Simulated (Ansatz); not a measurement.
Results of RPBE (plane waves, PAW; Ansatz, an electronic-structure program) for hexagonal WC.

Numerical settings: plane-wave cutoff 520 eV, 24×24×20 k mesh (along the axes of the cell as run), Fermi–Dirac smearing 0.05 eV, no spin polarisation, scalar-relativistic PAW data made under PBE.

Energies at three volumes about the minimum:

```tsv
V (Å³/atom)	E − E_lowest (meV/atom)
10.431	5.10
10.644	0.00
10.857	4.75
```

Problem. Fit a parabola by hand: where is the minimum, and what is the bulk modulus?

Solution. Slopes: (0.00 − 5.10)/(10.644 − 10.431) = -23.944 and (4.75 − 0.00)/(10.857 − 10.644) = 22.300 meV/Å³. Curvature E″ = 2 × (22.300 − (-23.944))/(10.857 − 10.431) = 217.108 meV/Å⁶. From the middle of the first interval, the slope vanishes at V0 = 10.5375 − (-23.944)/217.108 = 10.648 Å³/atom. B = V0 E″ = 10.648 × 217.108 meV/Å³ × 0.1602 GPa per meV/Å³ = 370 GPa. The full Birch–Murnaghan fit to all volumes gives V0 = 10.644 Å³/atom and B0 = 370 GPa.

Shape and atoms are relaxed at each volume.

Measured, for comparison: bulk modulus 384 ± 0.8 GPa (room temperature, no zero-point or thermal correction, adiabatic, ultrasonic, our sources range from 377 to 412; as tabulated in Compression behavior of WC and WC-6%Co up to 50 GPa (OSTI 1006718)). Computed (rounded) less measured: bulk modulus -4 % (-2 % to -10 % over the range).

Note: the bulk modulus comes from volumes at which shape and atoms were relaxed.
